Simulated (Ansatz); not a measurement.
The starting structures come from a database of crystals and need not be the phases stable at ambient conditions.

 Where the default PAW files enter, the runs use the earlier of Ansatz's two default sets.

Inside the gap of an insulator the Bloch states are evanescent, with a wavenumber k + iκ along the transport direction.

Given:

```
CELL_PARAMETERS angstrom
      3.24886     0.00000     0.00000
      0.00000     7.77265     0.00000
      0.00000     0.00000     3.92884
ATOMIC_POSITIONS crystal
  Ti 0.50000 0.09897 0.00000
  Ti 0.00000 0.90103 0.50000
  N  0.00000 0.95019 0.00000
  N  0.50000 0.04981 0.50000
  Cl 0.50000 0.66555 0.50000
  Cl 0.00000 0.33445 0.00000
```

Space group of this cell: Pmmn. The cell was relaxed by PBE-D3(BJ); by r2SCAN its mean pressure is 0.9 GPa.

Transport runs along the normal of the first two printed cell vectors.

No gap correction and no spin-orbit coupling; mid-gap values are interpolated between computed energies.

Task: Estimate the band gap and the smallest decay constant κ at mid-gap that Ansatz (a first-principles code) with r2SCAN returns for this system.

Result: Gap 0.88 eV on a 10×4×8 mesh; κ = 0.168 1/Å, at the zone centre.
